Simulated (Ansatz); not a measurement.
The starting structures come from a database of crystals and need not be the phases stable at ambient conditions.

 Where the default PAW files enter, the runs use the earlier of Ansatz's two default sets.

By PBEsol, the system below comes out a metal.

The ballistic (Sharvin) conductance counts the channels at the Fermi level: G/A = (e²/h) × channels of both spins per area.

```xyz
3
Lattice="2.9461 0.0000 0.0000 -1.4730 2.5514 0.0000 1.4730 0.8505 7.2046" Properties=species:S:1:pos:R:3 pbc="T T T"
Ag     0.0000     0.0000     0.0000
Ag     1.4730     0.8505     2.4002
Ag     1.4730     2.5514     4.8044
```

Space group of this cell: R-3m. The cell is taken as given; by PBEsol its mean pressure is -7.5 GPa.

The current flows along the normal of the first two printed cell vectors, the (001) plane of the conventional cell. No spin-orbit coupling; the value is a mean over 0.1 eV about the Fermi level.

Predict the ballistic conductance per area from PBEsol in Ansatz (a quantum-chemistry and plane-wave program).

0.82 × 10¹⁵ S/m² for both spins.
